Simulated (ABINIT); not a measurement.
Input and output of a self-consistent single point for MnO2 (P4_2/mnm, 6 atoms in the cell) (ABINIT).

Method: PBEsol, norm-conserving pseudopotentials (PseudoDojo nc-sr-04 PBEsol standard) (plane waves; ABINIT).

```xyz
6
Lattice="4.4444 0.0000 0.0000 0.0000 4.4444 0.0000 0.0000 0.0000 2.8958" Properties=species:S:1:pos:R:3 pbc="T T T"
Mn     0.0000     0.0000     0.0000
Mn     2.2222     2.2222     1.4479
O      1.3552     1.3552     0.0000
O      3.0892     3.0892     0.0000
O      0.8670     3.5774     1.4479
O      3.5774     0.8670     1.4479
```
Moments meant for the start (each program seeds them in its own way; μB, in the order of the atoms Mn Mn O O O O): 4.0 4.0 0.0 0.0 0.0 0.0.

Reference input (self-consistent single point, DFT, PBEsol, plane waves, norm-conserving pseudopotentials (PseudoDojo nc-sr-04 PBEsol standard)): pseudos = [Mn.upf, O.upf]; ecut = 48 Ha; ixc = -116133; nsppol = 2; occopt = 6; tsmear = 0.136 eV; ngkpt = 4 4 6; nshiftk = 1; shiftk = 0.5 0.5 0.5; potentials = PseudoDojo nc-sr-04 PBEsol standard; nband = 40; kptopt = 1. This run's input differs from it in these lines:

```diff
@@ -19,3 +19,3 @@
          6.7603171345    1.6384270072    2.7360881576
-ecut 48 Ha
+ecut 29 Ha
 ixc -116133
```

Output, abridged:

```
--- !BeginCycle
solver: {iscf: 7, nstep: 50, nline: 4, wfoptalg: 0, }
tolerances: {tolvrs: 1.00E-11, }
...

     iter   Etot(hartree)     deltaE(h) residm    vres2    magn
 ETOT  1  -282.17541428517    -2.82E+02 2.37E-01 4.37E+03 6.000
 ETOT  2  -265.65973822039     1.65E+01 3.30E-02 7.89E+04 0.597
 ETOT  3  -283.25839986955    -1.76E+01 4.08E-02 5.03E+02 6.007
 ETOT  4  -283.30363190746    -4.52E-02 8.88E-03 2.56E+02 5.988
 ETOT  5  -283.35171595493    -4.81E-02 4.13E-03 1.55E+01 6.006
   [... 7 lines left out ...]
 ETOT 13  -283.35481607395    -3.67E-11 5.90E-06 8.27E-10 6.002
 ETOT 14  -283.35481607394     1.76E-12 9.78E-06 7.17E-11 6.002
 ETOT 15  -283.35481607394     7.96E-13 4.22E-06 1.79E-11 6.002
 ETOT 16  -283.35481607395    -4.15E-12 7.76E-06 1.00E-12 6.002
 At SCF step   16       vres2   =  1.00E-12 < tolvrs=  1.00E-11 =>converged.

 Cartesian components of stress tensor (hartree/bohr^3)
  sigma(1 1)=  3.48476915E-03  sigma(3 2)=  0.00000000E+00
  sigma(2 2)=  3.48476915E-03  sigma(3 1)=  0.00000000E+00
  sigma(3 3)=  3.55253944E-03  sigma(2 1)=  0.00000000E+00

 Integrated electronic and magnetization densities in atomic spheres:
 Radius=ratsph(iatom), smearing ratsm=  0.0000. Diff(up-dn)=approximate z local magnetic moment.
 Atom    Radius    up_density   dn_density  Total(up+dn)  Diff(up-dn)
    1   2.00000     7.743845     5.097153     12.840997     2.646692
    2   2.00000     7.733438     5.088390     12.821828     2.645049
    3   2.00000     3.173577     3.054088      6.227665     0.119490
    4   2.00000     3.173577     3.054088      6.227665     0.119490
   [... lines left out ...]
 Total magnetization (from the atomic spheres):             5.771146
 Total magnetization (exact up - dn):                       6.001777
 Fermi (or HOMO) energy (hartree) =   0.23432   Average Vxc (hartree)=  -0.45312
 Fermi (or HOMO) energy (eV) =   6.37621   Average Vxc (eV)= -12.32993
   [... lines left out ...]
total_energy        : -2.83354816073948E+02
total_energy_eV     : -7.71047666876790E+03
band_energy         : -3.08435282416074E+01
...

-Cartesian components of stress tensor (GPa)         [Pressure= -1.0319E+02 GPa]
- sigma(1 1)=  1.02525431E+02  sigma(3 2)=  0.00000000E+00
- sigma(2 2)=  1.02525431E+02  sigma(3 1)=  0.00000000E+00
- sigma(3 3)=  1.04519301E+02  sigma(2 1)=  0.00000000E+00

 Calculation completed.
```

The run converged in 16 iterations. Against the reference run the free energy goes up by 945 meV/atom, the pressure goes from -10.41 to -103.2 GPa, the largest force goes from 0.206 to 0.194 eV/Å, the gap on the mesh goes from 0.195 to 0.256 eV and the size of the net moment stays at 1.00 μB/atom.

The starting cell comes from a database of computed structures (which also holds hypothetical and non-ambient phases and stackings), without a prior relaxation at this level. Its lattice was rescaled by a random factor within 2.5 % of one. The magnetic order is the one reached from the typed start; others were not searched systematically. At the lowered cutoff the pressure carries the error of an incomplete plane-wave basis. The shifted mesh does not hold Γ, so a gap read on it misses any band edge there.

Cost on one core of a shared machine: roughly 3 min.
